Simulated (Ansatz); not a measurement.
A computed series for Ta2O5: pressure series

Consider Ta₂O₅ (space group Pmmm, No. 47; a = 3.670 Å, b = 3.859 Å, c = 6.433 Å; a cell from a computed database, its experimental status unchecked).

Cell and atoms are relaxed at each pressure.

Level of theory: PBEsol (Ansatz, a first-principles code; PAW; 420 eV plane waves; no spin-orbit coupling).

| P (GPa) | V (Å³/atom) |
|---|---|
| -1.00 | 13.080 |
| 0.30 | 12.998 |
| 0.70 | 12.973 |
| 1.50 | 12.924 |
| 3.00 | 12.835 |
| 5.00 | 12.722 |
| 7.50 | 12.587 |

Task: Fit a third-order Birch–Murnaghan equation of state.

Result: Least squares on P(V) = (3B₀/2)[(V₀/V)^(7/3) − (V₀/V)^(5/3)]·[1 + (3/4)(B₀′ − 4)((V₀/V)^(2/3) − 1)] gives V₀ = 13.02 Å³/atom, B₀ = 207 GPa and B₀′ = 4.7.

Load acts through the strain it causes; cell and atoms are relaxed under it. Stability against distortions was not tested. No other phases were tried under pressure.
